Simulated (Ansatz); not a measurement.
Phonon-limited resistivity of AuAl$_{2}$ (Fm-3m) against temperature in μΩ·cm, Ansatz (a quantum-chemistry and plane-wave program) with PBEsol, DFPT electron-phonon coupling, linearised Boltzmann equation, harmonic crystal at a fixed cell.

| T | ρ |
|---|---|
| 50 K | 0.31 |
| 77 K | ___ |
| 100 K | 1.19 |
| 150 K | 2.4 |
| 200 K | ___ |
| 250 K | 4.9 |
| 273 K | 5.4 |
| 300 K | 6.0 |
| 350 K | 7.2 |
| 400 K | ___ |
| 500 K | 10.7 |
| 600 K | 12.9 |

Question: Complete the blanks.

Answer: 
- 77 K, ρ: 0.73
- 200 K, ρ: 3.6
- 400 K, ρ: 8.4

A metal at this level (no band gap). Only scattering by harmonic phonons is included (no impurities, grain boundaries, electron-electron scattering or thermal expansion). Spin-orbit coupling is left out, which matters with elements this heavy. Halving the electron mesh (24x24x24) moves the resistivity by up to 8 %. Smearing 0.20 eV; phonons on a 4x4x4 q mesh, which this run doesn't test and which matters most at low temperature.
